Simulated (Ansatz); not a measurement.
HfO2 (Pca2₁, No. 29, 12 atoms in the cell; start mp-685097; a measured phase of this formula has another space group), treated with HSE06 (Ansatz, an electronic-structure program, PAW).

Numerical settings: plane-wave cutoff 460 eV, 4×4×4 k mesh, Fermi–Dirac smearing 0.01 eV, scalar-relativistic PAW data made under PBE.

Cell (relaxed with PBEsol):

HfO2 has the orthorhombic space group Pca2₁ (No. 29), Pearson symbol oP12. Cell: a = 5.228 Å, b = 5.017 Å, c = 5.042 Å, α = β = γ = 90.00°. Hf on 4a has 7 O at 2.030–2.228 Å. O1 on 4a sees 3 Hf at 2.030–2.138 Å (trigonal planar). O2 on 4a has 4 Hf at 2.118–2.228 Å. (Neighbours: up to the widest gap in distance over summed covalent radii, below 1.35, at either atom; cation-cation and far metal-metal contacts left out.)

Q: What does this level give for the band gap, smallest direct gap on the k points sampled and direct gap at Γ?

A: 
band gap: 6.15 eV (on the SCF k mesh)
smallest direct gap on the k points sampled: 6.37 eV
direct gap at Γ: 6.66 eV

Note: cell and atoms aren't relaxed at this level (largest force component 0.08 eV/Å, pressure 2.1 GPa).

Spin–orbit coupling is not included.

The result took about 11 core-minutes (a rough figure).

A start named mp-… is a Materials Project structure, which need not be a measured phase.
